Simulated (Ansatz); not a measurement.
**Relaxation of the atoms of BaCd11 (Imma, 24 atoms in the cell) at several settings**

```yaml
crystal:
  lattice:
    - [-6.08895, 6.09587, 3.92239]
    - [6.08895, -6.09587, 3.92239]
    - [6.08895, 6.09587, -3.92239]
  atoms:
    - { symbol: Ba, position: [0.87509, 0.62509, 0.25000] }
    - { symbol: Ba, position: [0.12491, 0.37491, 0.75000] }
    - { symbol: Cd, position: [0.94416, 0.27835, 0.07647] }
    - { symbol: Cd, position: [0.05584, 0.72165, 0.92353] }
    - { symbol: Cd, position: [0.70188, 0.86769, 0.42353] }
    - { symbol: Cd, position: [0.29812, 0.13231, 0.57647] }
    - { symbol: Cd, position: [0.05584, 0.13231, 0.33419] }
    - { symbol: Cd, position: [0.94416, 0.86769, 0.66581] }
    - { symbol: Cd, position: [0.29812, 0.72165, 0.16581] }
    - { symbol: Cd, position: [0.70188, 0.27835, 0.83419] }
    - { symbol: Cd, position: [0.37488, 0.12488, 0.25000] }
    - { symbol: Cd, position: [0.62512, 0.87512, 0.75000] }
    - { symbol: Cd, position: [0.00000, 0.00000, 0.00000] }
    - { symbol: Cd, position: [0.50000, 0.00000, 0.50000] }
    - { symbol: Cd, position: [0.50000, 0.00000, 0.00000] }
    - { symbol: Cd, position: [0.50000, 0.50000, 0.50000] }
    - { symbol: Cd, position: [0.36727, 0.20150, 0.92311] }
    - { symbol: Cd, position: [0.63273, 0.79850, 0.07689] }
    - { symbol: Cd, position: [0.77839, 0.44416, 0.57689] }
    - { symbol: Cd, position: [0.22161, 0.55584, 0.42311] }
    - { symbol: Cd, position: [0.63273, 0.55584, 0.83423] }
    - { symbol: Cd, position: [0.36727, 0.44416, 0.16577] }
    - { symbol: Cd, position: [0.22161, 0.79850, 0.66577] }
    - { symbol: Cd, position: [0.77839, 0.20150, 0.33423] }
```

Base: Ansatz (an electronic-structure program) with LDA (PW92), default PAW files made with PBE. Its settings: basis.ecutwfc = 420 eV; kpoints.mp_grid.grid = 3 3 3; hamiltonian.xc = lda; hamiltonian.pseudopotentials = {kind: paw} (the program's default PAW files); scf.occupations.method = methfessel_paxton; scf.occupations.width = 0.1 eV. Starting volume 24.26 Å³ per atom.

Each line gives the change from the base single point and the result:

- atoms moved at random; relax: default → atoms; relax.f_tol: default → 0.005 eV/Å: pressure -5.67 GPa; largest force (vector length) 0.001 eV/Å; relaxation steps 4; free energy against the base single point -0.2 meV/atom.
- atoms moved at random; relax: default → atoms; relax.f_tol: default → 0.03 eV/Å: pressure -5.67 GPa; largest force (vector length) 0.008 eV/Å; relaxation steps 3; free energy against the base single point -0.2 meV/atom.
- atoms moved at random; relax: default → atoms; relax.f_tol: default → 0.1 eV/Å: pressure -5.64 GPa; largest force (vector length) 0.101 eV/Å; relaxation steps 2; free energy against the base single point 0.7 meV/atom.

The starting cell comes from a database of computed structures (which also holds hypothetical and non-ambient phases and stackings), without a prior relaxation at this level. Its lattice was rescaled by a random factor within 2.5 % of one. Ansatz's pressure includes its estimate of the finite-basis (Pulay) stress.

Keys are those of Ansatz 0.2.
